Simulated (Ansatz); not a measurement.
**Convergence study of the plane-wave cutoff for Nb (Im-3m, 1 atom in the cell)**

```yaml
crystal:
  lattice:
    - [-1.65825, 1.65825, 1.65825]
    - [1.65825, -1.65825, 1.65825]
    - [1.65825, 1.65825, -1.65825]
  atoms:
    - { symbol: Nb, position: [0.00000, 0.00000, 0.00000] }
```

Computed with PBE (plane waves, PAW; Ansatz, a first-principles code).

Base settings: basis.ecutwfc = 420 eV; kpoints.mp_grid.grid = 14 14 14; hamiltonian.xc = pbe; hamiltonian.pseudopotentials = {kind: paw} (the program's default PAW files); scf.occupations.method = fermi_dirac; scf.occupations.width = 0.1 eV.

The second cell is the first with its lattice scaled by 0.98.

The mesh stays at the base's, so the ladder's end is converged at best in this setting alone.

The first pressure column holds Ansatz's estimate of the finite-basis (Pulay) stress, which hides part of the cutoff error; the other is without it.

Only quantities that move along the ladder and can be compared are tabulated.

The count of work is k-points × plane waves × bands × iterations; it is no time. 

The starting cell has typed, rounded lattice constants, without a prior relaxation at this level. Its lattice was rescaled by up to half a per cent. Spin polarisation is off.

| basis.ecutwfc | free energy less the last step's (meV/atom) | energy of the compressed cell less the first (meV/atom) | pressure (GPa) | pressure without the Pulay estimate (GPa) | count of work / last |
|---|---|---|---|---|---|
| 145 eV | 14389.23 | -112.63 | -29.05 | -378.04 | 0.061 |
| 170 eV | 6645.84 | 73.36 | 5.19 | -212.62 | 0.067 |
| 190 eV | 3352.97 | 69.42 | 8.00 | -127.06 | 0.067 |
| 210 eV | 1594.80 | 53.30 | 2.34 | -71.85 | 0.10 |
| 230 eV | 729.61 | 40.75 | 0.42 | -38.90 | 0.11 |
| 250 eV | 322.02 | 35.41 | -0.50 | -20.30 | 0.14 |
| 295 eV | 42.44 | 31.59 | -0.63 | -4.20 | 0.16 |
| 335 eV | 5.57 | 32.31 | -0.50 | -1.05 | 0.19 |
| 380 eV | 1.24 | 32.23 | -0.52 | -0.57 | 0.25 |
| 420 eV | 0.65 | 32.20 | -0.53 | -0.56 | 0.29 |
| 460 eV | 0.26 | 32.19 | -0.53 | -0.55 | 0.30 |
| 505 eV | 0.09 | 32.19 | -0.53 | -0.54 | 0.36 |
| 565 eV | 0.05 | 32.18 | -0.53 | -0.53 | 0.43 |
| 630 eV | 0.04 | 32.18 | -0.53 | -0.53 | 0.52 |
| 735 eV | 0.03 | 32.18 | -0.53 | -0.53 | 0.61 |
| 840 eV | 0.01 | 32.18 | -0.53 | -0.53 | 0.74 |
| 1010 eV | 0.00 | 32.18 | -0.53 | -0.53 | 1.0 |

Coarsest basis.ecutwfc that holds the free energy within 5 meV/atom of the last step, with all finer ones: 380 eV, at 0.25 of the last step's count of work; the step before is off by 5.6 meV/atom.

Coarsest basis.ecutwfc that holds the pressure without the Pulay estimate within 0.2 GPa of the last step, with all finer ones: 380 eV, at 0.25 of the last step's count of work; the step before is off by 0.52 GPa.

Coarsest basis.ecutwfc that holds the pressure within 0.2 GPa of the last step, with all finer ones: 250 eV, at 0.14 of the last step's count of work; the step before is off by 0.95 GPa.

The energy difference between the two cells stays within 1 meV/atom of the last step's from 295 eV on, the total only from 420 eV on: much of the error is common to both cells and cancels.

At the lowest cutoff the pressure without the Pulay estimate lies 378 GPa under the last step's, the usual sign of Pulay stress in an incomplete plane-wave basis.

Keys are those of Ansatz 0.2.
